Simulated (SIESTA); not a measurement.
Band structure of LaPd2 (I4/mmm, 3 atoms in the cell).

```xyz
3
Lattice="-1.9748 1.9748 4.4069 1.9748 -1.9748 4.4069 1.9748 1.9748 -4.4069" Properties=species:S:1:pos:R:3 pbc="T T T"
La     0.0000     0.0000     0.0000
Pd     0.0000     1.9748     2.2034
Pd     1.9748     0.0000     2.2034
```

Method of the run: GGA PBEsol, numerical atomic orbitals DZP, PseudoDojo PBEsol standard norm-conserving potentials (rewritten from UPF to PSML) (SIESTA).

Settings: XC.functional = GGA; XC.authors = PBEsol; potentials = PseudoDojo PBEsol standard; PAO.BasisSize = DZP; PAO.EnergyShift = 0.005 Ry; MeshCutoff = 400 Ry; kgrid.MonkhorstPack = 9 9 9; OccupationFunction = FD; ElectronicTemperature = 100 meV; MaxSCFIterations = 150; SCF.Mixer.Method = Pulay; SCF.Mixer.Weight = 0.1; SCF.Mixer.History = 6; SCF.DM.Tolerance = 1.0E-05.

The starting cell comes from a database of computed structures (which also holds hypothetical and non-ambient phases and stackings), without a prior relaxation at this level. Its lattice was rescaled by a random factor within 2.5 % of one. Spin polarisation is off. Values carry the incompleteness of an atom-centred basis.

Levels in eV from the Fermi level, bands 21 to 26:
```json
[
 {"point": "Γ", "21": "-2.16", "22": "-1.07", "23": "-0.40", "24": "-0.09", "25": "1.57", "26": "1.70"},
 {"point": "X", "21": "-1.86", "22": "-1.72", "23": "-1.24", "24": "1.09", "25": "1.58", "26": "2.24"},
 {"point": "Y", "21": "-1.89", "22": "-1.81", "23": "-0.61", "24": "0.22", "25": "1.53", "26": "2.83"},
 {"point": "S", "21": "-2.08", "22": "-1.90", "23": "-1.54", "24": "-0.53", "25": "0.63", "26": "2.74"},
 {"point": "Z", "21": "-1.75", "22": "-1.74", "23": "-0.93", "24": "-0.09", "25": "1.81", "26": "3.88"},
 {"point": "S1", "21": "-2.08", "22": "-1.90", "23": "-1.54", "24": "-0.53", "25": "0.63", "26": "2.74"},
 {"point": "N", "21": "-2.47", "22": "-2.24", "23": "-1.91", "24": "-0.38", "25": "0.15", "26": "2.49"},
 {"point": "P", "21": "-1.84", "22": "-1.74", "23": "-0.11", "24": "0.24", "25": "1.40", "26": "1.40"},
 {"point": "Y1", "21": "-1.89", "22": "-1.81", "23": "-0.61", "24": "0.22", "25": "1.53", "26": "2.83"}
]
```

Bands cross the Fermi level along this path, so the cell is metallic at this level.

Higher empty bands are left out: an atom-centred basis made for the valence describes them poorly.
